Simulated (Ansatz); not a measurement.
Data:

End structure of a constructed model of the (111) surface of fcc Ir (in the relaxation 3 Bi–Ir bonds broke), p(2x2) surface alloy, Bi on one Ir site of the top plane (bottom of the slab: a bare face, its two planes held):

```xyz
24
Lattice="5.4744 0.0000 0.0000 -2.7372 4.7410 0.0000 0.0000 0.0000 27.5000" Properties=species:S:1:pos:R:3 pbc="T T T"
Ir    -1.3686     3.9508     8.1575
Ir     0.0000     1.5803     8.1575
Ir     1.3686     3.9508     8.1575
Ir     2.7372     1.5803     8.1575
Ir     0.0000     3.1606    10.3924
Ir     1.3686     0.7902    10.3924
Ir     2.7372     3.1606    10.3924
Ir     4.1058     0.7902    10.3924
Ir     1.3708     2.3692    12.6097
Ir     2.7372     0.0026    12.6097
Ir    -1.3708     2.3692    12.6097
Ir     0.0000     0.0000    12.6042
Ir     2.7372     1.5803    14.8415
Ir     1.3680     3.9505    14.8529
Ir     0.0000     1.5810    14.8529
Ir    -1.3680     3.9505    14.8529
Ir     4.1146     0.7851    17.0674
Ir     2.7372     3.1708    17.0674
Ir     1.3598     0.7851    17.0674
Ir     0.0000     3.1606    17.1181
Bi     0.0000     0.0000    20.3660
Ir    -1.3633     2.3736    19.2472
Ir     2.7372    -0.0061    19.2472
Ir     1.3633     2.3736    19.2472
```

Slab: 24 atoms, 11.2 Å thick at the start; k 8x8x1, smearing 0.1 eV, dipole-corrected; 8 atoms held, the rest relaxed; symmetry of the start imposed; no spin, no spin-orbit, no U. It is one candidate, not shown to be the stable structure of the face.

### Question
What work function of the top face does PBE (Ansatz, an electronic-structure program) give?

### Answer
4.05 eV
